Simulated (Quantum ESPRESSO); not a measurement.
Quantum ESPRESSO 7.5, DFT, PBE, plane waves, SSSP 1.1.2 efficiency PBE: Al(111) slab of 5 layers, 1x1 (Al5), unrelaxed, 5 atoms. Basis and mesh were picked for this test and aren't claimed converged.

```fortran
&CONTROL
  calculation = 'scf'
  pseudo_dir = './pseudo'
  outdir = './out'
  tprnfor = .true.
  tstress = .false.
/
&SYSTEM
  ibrav = 0
  nat = 5
  ntyp = 1
  ecutwfc = 45
  ecutrho = 360
  occupations = 'smearing'
  smearing = 'mv'
  degauss = 0.02
/
&ELECTRONS
  conv_thr = 5e-09
/
ATOMIC_SPECIES
Al 26.9815 Al.pbe-n-kjpaw_psl.1.0.0.UPF
CELL_PARAMETERS angstrom
  2.863782000000   0.000000000000   0.000000000000
  1.431891000000   2.480108000000   0.000000000000
  0.000000000000   0.000000000000  23.353074000000
ATOMIC_POSITIONS crystal
Al   0.666667000000   0.666667000000   0.299746000000
Al   0.000000000000   0.000000000000   0.399873000000
Al   0.333333000000   0.333333000000   0.500000000000
Al   0.666667000000   0.666667000000   0.600127000000
Al   0.000000000000   0.000000000000   0.700254000000
K_POINTS automatic
18 18 1 0 0 0
```

The program reports k-points computed: 37, bands: 12, electrons: 15, G-vectors of the density: 129135, FFT grid: 36×36×270, symmetry operations: 12.

Hardware: AMD EPYC (Zen 5), 96 cores on 1 socket, no SMT, 12 L3 cache groups.

Wall times, medians of two to five repeats, each run alone on the node (launch to exit). Processes are pinned to neighbouring cores unless said otherwise. Build: conda-forge: Open MPI 5.0, OpenMP, OpenBLAS 0.3.34 (pthreads), FFTW, ScaLAPACK, ELPA. Other compilers and libraries give other times. Scratch files lie in a memory file system.

Started as
```bash
OMP_NUM_THREADS=1 mpirun -np 96 pw.x -nk 8 -in pw.in
```
(96 ranks, -nk 8) it takes 3.2 s and 14 SCF iterations.

### Question
Estimate the wall time with -nk 1.

### Answer
About 5.8 s (3 runs within 15 %): 1.8× as long. The largest move is in FFTs of H·ψ (vloc_psi): 0.30 s to 1.6 s. SCF iterations go from 14 to 13. Launch, exit and the like take 0.82 s of the 3.2 s. Change in the result: energy equal as printed, forces (largest component) 0.10 meV/Å.
